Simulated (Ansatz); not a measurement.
Structure of amorphous Si18B8C12N26 (periodic cell):

```xyz
64
Lattice="9.2204 -0.0403 0.2662 -0.0403 9.7983 -0.4989 0.2662 -0.4989 9.2260" Properties=species:S:1:pos:R:3 pbc="T T T"
Si     4.0666     6.1249     0.9324
Si     8.0021     1.7402     1.2209
Si     8.9575     7.2519     4.2963
Si     2.4860     0.6801     0.8071
Si     5.7604     5.1710     7.1702
Si     8.2782     2.3172     4.2333
Si     8.3603     4.9622     8.7409
Si     2.0754     7.4708     4.7339
Si     1.9867     8.7641     7.4274
Si     2.1391     1.8911     7.0452
Si     7.4750     7.2321     7.3175
Si     5.4848     0.5453     9.0443
Si     6.7192     6.4499     2.1423
Si     2.6096     0.5636     3.3899
Si     1.2617     3.7591     4.7029
Si     6.1201     4.0226     0.1884
Si     5.7665     1.6345     2.5448
Si     0.5859     0.0007     5.5316
B      4.4845     5.8366     3.6802
B      9.1663     2.8492     6.4262
B      0.3078     3.2585     8.7127
B      5.6596     3.5649     4.5617
B      7.7842     8.9576     0.8110
B      5.5996     8.5751     1.0189
B      0.7935     2.6206     2.0325
B      6.6713     5.8262     4.6959
C      4.9738     0.1165     1.8146
C      7.0120     3.8817     7.7053
C      2.2351     6.3431     1.2145
C      4.9609     7.4861     0.0544
C      3.3687     4.0612     5.8756
C      4.0305     3.5306     8.2069
C      2.7560     4.8862     4.9254
C      3.5732     2.0224     4.3363
C      3.4751     2.2652     8.2625
C      6.9709     3.1147     5.2701
C      2.9102     2.6590     5.4692
C      7.5996     3.2765     6.4888
N      6.2667     2.3822     0.8646
N      7.4604     1.6007     2.9002
N      1.9534     9.1720     3.9950
N      7.5485     6.3661     3.6718
N      5.8893     6.6248     8.2198
N      4.7898     2.4656     3.8552
N      8.2686     0.1818     0.6207
N      1.5216     1.3687     2.1391
N      3.2162     6.1095     4.3342
N      1.1193     6.6350     1.3883
N      6.6877     6.1383     6.0613
N      1.5124     0.2962     7.0222
N      9.2086     1.5224     5.4715
N      6.9600     8.0814     1.4655
N      5.5038     4.9485     4.2681
N      0.4058     3.3459     3.2355
N      3.5442     1.8527     0.0757
N      3.5198    -0.0346     2.0152
N      0.7211     2.8084     7.4384
N      4.1088     4.3808     7.0562
N      8.5428     8.5715     5.1951
N      4.4478     4.5996     0.1197
N      7.0240     5.2573     0.9876
N      4.9310     6.4031     2.4193
N      0.0938     2.8943     0.7107
N      2.1720     7.4541     6.4406
```

Level of theory: PBE, scalar-relativistic without spin-orbit coupling (plane waves to 420 eV, PAW; Ansatz, a quantum-chemistry and plane-wave program).

It comes from a melt-quench run on a machine-learned potential (CHGNet), relaxed afterwards by DFT. N atoms were pushed apart under 1.9 Å during the dynamics, to hinder bonds among them. The hot cell started wider than the set density and was brought back towards it in steps. It is the lowest in DFT energy of 2 quenches. It is a model cell: composition and starting density were chosen by hand, and all elements were melted together. No dispersion term was used. Its density started from a set value of 2.20 and ended at 2.20 g/cm³. The simulated quench (nominally 630 K/ps over its main leg) is rapid and tends to freeze in more defects than a deposited or slowly cooled glass has. A cell of this size samples the disorder only roughly. The volume was held where the preparation left it and the shape relaxed, at a PBE pressure of -1.5 GPa (tension). Stress components on the final sampling reach 1.6 GPa. On a 2×2×2 Γ-centred mesh force components of up to 0.27 eV/Å stay, since the relaxation ran on the zone centre alone.

Neighbours within Si-Si 2.60 Å, Si-B 2.28 Å, Si-C 2.19 Å, Si-N 2.14 Å, B-B 1.97 Å, B-C 1.87 Å, B-N 1.82 Å, C-C 1.78 Å, C-N 1.66 Å, N-N 1.70 Å count as bonded. Two cations that share two anions don't count as bonded, nor two that share one unless they lie closer than Si-Si 2.38 Å, Si-B 2.09 Å, Si-C 2.00 Å, B-B 1.80 Å, B-C 1.71 Å, C-C 1.63 Å.

Problem. Give the coordination numbers, mean bond lengths and angles.

Solution. 
```
Item                                                              Value
-----------------------  ----------------------------------------------
Mean coordination of Si            3.61 (2 with 2, 3 with 3, 13 with 4)
Mean coordination of B              3.00 (1 with 2, 6 with 3, 1 with 4)
Mean coordination of C              3.08 (1 with 2, 9 with 3, 2 with 4)
Mean coordination of N   2.85 (1 with 1, 3 with 2, 21 with 3, 1 with 4)
Mean Si-N bond                     1.776 Å (spread 0.072 Å, 47 counted)
Mean B-N bond                      1.468 Å (spread 0.072 Å, 18 counted)
Mean Si-C bond                     1.911 Å (spread 0.084 Å, 12 counted)
Mean C-C bond                       1.439 Å (spread 0.056 Å, 6 counted)
Bond angle at Si                              mean 108.7°, spread 14.2°
Bond angle at B                               mean 118.7°, spread 12.6°
Bond angle at C                               mean 117.2°, spread 16.0°
Bond angle at N                               mean 117.3°, spread 15.1°
```

Problem. List the pairs of like atoms that count as bonded by the rules above.

Solution. Si3-Si8 (2.45 Å), Si4-Si9 (2.54 Å), C28-C38 (1.48 Å), C31-C33 (1.40 Å), C31-C37 (1.53 Å), C32-C35 (1.38 Å), C34-C37 (1.46 Å), C36-C38 (1.38 Å).
